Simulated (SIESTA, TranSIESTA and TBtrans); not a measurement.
# Pt chain with one bond stretched by 2.0 Å

System: Pt chain with one bond stretched by 2.0 Å. Leads: straight Pt chain, spacing 2.28 Å. Geometry: as built, not relaxed.

TranSIESTA and TBtrans, PBE, DZP numerical orbitals (energy shift 0.15 eV), PseudoDojo norm-conserving scalar-relativistic potentials, mesh cutoff 200 Ry, 300 K, spin-polarised (collinear), no spin-orbit coupling; self-consistent non-equilibrium Green functions.

- Conductance at 300 K (G0 = 2e²/h) = 0.22
- Thermopower (μV/K) = -2.8
- Mean T from −0.5 to 0.5 eV = 0.22

Energies count from the leads' Fermi level. Transmissions are for each spin. The energy step is 0.01 eV; narrower resonances are cut or missed.

| E (eV) | T up | T down | lead channels up | down |
|---|---|---|---|---|
| -1.95 | 0.036 | 0.036 | 4 | 4 |
| -1.80 | 0.044 | 0.044 | 4 | 4 |
| -1.65 | 0.055 | 0.055 | 4 | 4 |
| -1.50 | 0.068 | 0.068 | band edge | band edge |
| -1.35 | 0.079 | 0.079 | 6 | 6 |
| -1.20 | 0.089 | 0.089 | 6 | 6 |
| -1.05 | 0.100 | 0.099 | 6 | 6 |
| -0.90 | 0.11 | 0.11 | 6 | 6 |
| -0.75 | 0.13 | 0.13 | 6 | 6 |
| -0.60 | 0.15 | 0.15 | 6 | 6 |
| -0.45 | 0.17 | 0.17 | 6 | 6 |
| -0.30 | 0.19 | 0.19 | 4 | 4 |
| -0.15 | 0.21 | 0.21 | 4 | 4 |
| 0.00 | 0.22 | 0.22 | 4 | 4 |
| 0.15 | 0.23 | 0.24 | 4 | 4 |
| 0.30 | 0.25 | 0.25 | 4 | 4 |
| 0.45 | 0.26 | 0.26 | 3 | 3 |
| 0.60 | 0.27 | 0.27 | 3 | 3 |
| 0.75 | 0.28 | 0.28 | 3 | 3 |
| 0.90 | 0.29 | 0.29 | 3 | 3 |
| 1.05 | 0.30 | 0.30 | 1 | 1 |
| 1.20 | 0.31 | 0.31 | 1 | 1 |
| 1.35 | 0.32 | 0.32 | 1 | 1 |
| 1.50 | 0.34 | 0.34 | 1 | 1 |
| 1.65 | 0.36 | 0.36 | 1 | 1 |
| 1.80 | 0.38 | 0.38 | 1 | 1 |
| 1.95 | 0.40 | 0.40 | 1 | 1 |

A magnetic start was tried, and the separate lead runs end without a moment. The straight chain is held at its spacing; free chains may zigzag or dimerise. Spin-orbit coupling, left out here, matters for the heavy atoms.
